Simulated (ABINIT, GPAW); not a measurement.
An ABINIT input for a self-consistent single point of ScCl3 (R-3, 8 atoms in the cell) (DFT, PBEsol, plane waves, PAW (JTH v2.0 PBE PAW, files made for PBE)):

```
# ScCl3, JTH v2.0 PBE PAW
pp_dirpath "./"
pseudos "Sc.GGA_PBE-JTH.xml, Cl.GGA_PBE-JTH.xml"
acell 3*1.0
rprim
         5.9342551707    3.4261438202   11.2665773906
        -5.9342551707    3.4261438202   11.2665773906
         0.0000000000   -6.8522876405   11.2665773906
natom 8
ntypat 2
znucl 21 17
typat 1 1 2 2 2 2 2 2
xcart
         0.0000000000   -0.0000000000    5.9617775194
         0.0000000000   -0.0000000000   11.9242704806
         0.8828248360    1.8135267510    7.3489001619
        -0.8828248360   -1.8135267510   10.5371478381
        -2.0119726548   -0.1422146404    7.3489001619
         2.0119726548    0.1422146404   10.5371478381
         1.1291478188   -1.6713121106    7.3489001619
        -1.1291478188    1.6713121106   10.5371478381
      Angstrom
ecut 816 eV
pawecutdg 1633 eV
pawxcdev 0
ixc -116133
occopt 3
tsmear 0.00073499
nband 41
kptopt 1
ngkpt 4 4 4
nshiftk 1
shiftk 0 0 0
nstep 100
toldfe 1.0e-09
prtwf 0
prtden 0
prtvol 1
enunit 2
```

**Question.** Give the GPAW input for the same structure, mesh, smearing and functional.

**Answer.** This is the input that was run; spellings and numerical settings could be chosen otherwise.

```python
from ase import Atoms
from ase.units import GPa
from gpaw import GPAW, PW, FermiDirac

atoms = Atoms(['Sc', 'Sc', 'Cl', 'Cl', 'Cl', 'Cl', 'Cl', 'Cl'],
              cell=[[3.140273, 1.813037, 5.962016],
                    [-3.140273, 1.813037, 5.962016],
                    [0.000000, -3.626074, 5.962016]],
              scaled_positions=[[0.333320, 0.333320, 0.333320],
                                [0.666680, 0.666680, 0.666680],
                                [0.718150, 0.437020, 0.077450],
                                [0.281850, 0.562980, 0.922550],
                                [0.077450, 0.718150, 0.437020],
                                [0.922550, 0.281850, 0.562980],
                                [0.437020, 0.077450, 0.718150],
                                [0.562980, 0.922550, 0.281850]],
              pbc=True)

calc = GPAW(mode=PW(800),
            xc='PBEsol',
            kpts={'size': (4, 4, 4), 'gamma': True},
            occupations=FermiDirac(0.02),
            nbands=-8,
            convergence={'forces': 0.001, 'bands': -6},
            symmetry={'symmorphic': False, 'tolerance': 0.0005},
            maxiter=100,
            txt='-')

atoms.calc = calc

energy = atoms.get_potential_energy()
print('Energy (eV):', round(energy, 6))
forces = atoms.get_forces()
print('Forces (eV/Ang):')
print(forces.round(5))
stress = atoms.get_stress()
print('Stress (GPa, Voigt):', (stress / GPa).round(4))
```

Basis, cutoffs, solver keys and any potentials are the target program's own. This input uses DFT PBEsol, plane waves, GPAW PAW datasets PBEsol (made by gpaw-setup).

The starting cell comes from a database of computed structures (which also holds hypothetical and non-ambient phases and stackings), without a prior relaxation at this level. For this run, on top of that: lattice scaled by 0.98.
